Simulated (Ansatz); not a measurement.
Take TiAl (space group P4/mmm, No. 123; a = 2.7662 Å, c = 4.0021 Å; relaxed with 0.1 eV smearing) as the base. Axes: x, y, z lie along a, b, c of the conventional cell.

Method: DFT with LDA, PAW potentials and a 420 eV plane-wave cutoff in Ansatz (an electronic-structure program), without spin-orbit coupling.

Strains are applied to the cell and any free atomic positions relax.

One change was made to it. Results:

```tsv
quantity	base	after
energy relative to the base (free energy F)	0 meV/atom	+3.5 meV/atom
shortest interatomic distance	5.227 bohr	5.227 bohr
```

Task: Which of these changes matches the shifts?
A) uniaxial strain ε_zz = −1.00 %
B) uniaxial strain ε_zz = −2.00 %
C) uniaxial strain ε_zz = −0.50 %
D) uniaxial strain ε_zz = −1.50 %
E) uniaxial strain ε_zz = +1.50 %

Result: B, uniaxial strain ε_zz = −2.00 %. For comparison, the energy relative to the base in the other runs: uniaxial strain ε_zz = −1.50 % gives +1.9 meV/atom; uniaxial strain ε_zz = +1.50 % gives +1.9 meV/atom; uniaxial strain ε_zz = −1.00 % gives +0.9 meV/atom; uniaxial strain ε_zz = −0.50 % gives +0.2 meV/atom.

No phonon test of stability was made. The final runs are not spin-polarised.
